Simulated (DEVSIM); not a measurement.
System: Pt/Al2O3/SiO2/p-Si capacitor, at 300 K.

```csv
layer (left to right),material,thickness (nm),Na (cm⁻³)
1,Al2O3,3.50,-
2,SiO2,0.640,-
3,Si,550,1.1e18
```

Metal gate on the left, work function 5.6 eV. Fixed charge at the semiconductor interface 2e12 cm⁻² (in units of +e); no interface traps.

This is a model device: material constants are rounded textbook-type values typed into the input, and sizes, dopings and lifetimes were drawn at random. Values at 300 K.

```csv
parameter,Al2O3,SiO2,Si
gap (eV),6.8,9,1.124
affinity (eV),1.35,0.9,4.05
permittivity,9,3.9,11.7
Nc (cm⁻³),-,-,2.86e19
Nv (cm⁻³),-,-,3.1e19
```

Simulated with DEVSIM: 1D Poisson equation in equilibrium, Boltzmann statistics, complete ionisation; no quantum confinement or tunnelling. Metal contacts follow the ideal Schottky-Mott rule: no Fermi-level pinning, no interface dipoles.

**Question.** Tabulate band edges, carrier densities and field at 1.1 V on the gate.

**Answer.** Energies count from the Fermi level of the right contact; mesh points crowd at the junctions.

```csv
x (μm),Ec (eV),Ev (eV),n (cm⁻³),p (cm⁻³),field (V/cm)
0.000,3.150,-3.650,< 1e2,< 1e2,130000
0.0008389,3.161,-3.639,< 1e2,< 1e2,130000
0.001750,3.173,-3.627,< 1e2,< 1e2,130000
0.002758,3.186,-3.614,< 1e2,< 1e2,130000
0.003712,3.653,-5.347,< 1e2,< 1e2,300000
0.003994,3.662,-5.338,< 1e2,< 1e2,300000
0.004844,0.544,-0.580,2.0e10,5.7e9,400000
0.007321,0.638,-0.486,5.5e8,2.1e11,360000
0.01095,0.756,-0.368,5600000,2.1e13,290000
0.01813,0.924,-0.200,8500,1.4e16,170000
0.03080,1.029,-0.095,150,7.9e17,21000
0.06767,1.038,-0.086,110,1.1e18,≈ 0
0.1258,1.038,-0.086,110,1.1e18,≈ 0
0.2363,1.038,-0.086,110,1.1e18,≈ 0
0.4099,1.038,-0.086,110,1.1e18,≈ 0
0.4787,1.038,-0.086,110,1.1e18,≈ 0
0.5150,1.038,-0.086,110,1.1e18,≈ 0
0.5333,1.038,-0.086,110,1.1e18,≈ 0
0.5459,1.038,-0.086,110,1.1e18,≈ 0
0.5503,1.038,-0.086,110,1.1e18,≈ 0
0.5526,1.038,-0.086,110,1.1e18,≈ 0
0.5541,1.038,-0.086,110,1.1e18,≈ 0
```
